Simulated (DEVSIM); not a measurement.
**abrupt InP p-n junction**

Structure: abrupt InP p-n junction, at 250 K.

```
layer (left to right)  material  thickness (μm)  Nd (cm⁻³)  Na (cm⁻³)   τn (s)   τp (s)
---------------------  --------  --------------  ---------  ---------  -------  -------
1                           InP           0.250          -     1.1e15  3.8e-10  3.8e-10
2                           InP            3.60     3.5e15          -  3.8e-10  3.8e-10
```

Left contact: ohmic. Right contact: ohmic. Voltage is applied to the left contact. Recombination: SRH at mid-gap, radiative, Auger. Mobility is constant in doping.

The device is made up for the run: typed textbook-type constants, with dimensions and the other settings drawn at random. Values at 300 K; Nc and Nv go as T^1.5, mobilities as T to minus their exponent, the gap by Varshni's rule with the affinity fixed.

```csv
parameter,InP
gap (eV),1.344
affinity (eV),4.38
permittivity,12.5
Nc (cm⁻³),5.7e17
Nv (cm⁻³),1.1e19
μn (cm²/Vs),5200
μp (cm²/Vs),170
T exponent of μn,2
T exponent of μp,2
B (cm³/s),1.2e-10
Cn (cm⁶/s),9e-31
Cp (cm⁶/s),9e-31
Varshni α (eV/K),0.000363
Varshni β (K),162
```

Model (solved in DEVSIM): 1D drift-diffusion, Boltzmann statistics, complete ionisation; no tunnelling, impact ionisation, image-force lowering or self-heating.

The potential step across the device at zero bias is 1.063 V, the largest field in the device at zero bias comes out as 23000 V/cm and the dark forward voltage at 1 A/cm² comes out as 0.851 V. The dark forward voltage at 100 A/cm² comes out as 0.979 V.

Small-signal capacitance in reverse bias (quasi-static):

| V (V) | C (nF/cm²) |
|---|---|
| -0.1 | 15.2 |
| -0.25 | 14.4 |
| -0.5 | 13.3 |
| -0.75 | 12.5 |
| -1 | 11.7 |
| -1.5 | 10.6 |
| -2 | 9.77 |
| -2.5 | 9.10 |
| -3.25 | 8.30 |
| -4 | 7.69 |
| -5 | 7.05 |

Dark forward current:

```csv
V (V),J (A/cm²)
0.05,5.9e-11
0.15,8.4e-10
0.25,9.4e-9
0.35,1.1e-7
0.40,3.6e-7
0.50,4.3e-6
0.60,6.7e-5
0.70,0.0021
0.80,0.12
0.90,7.2
0.95,45
1.05,450
1.15,1300
1.25,2200
```
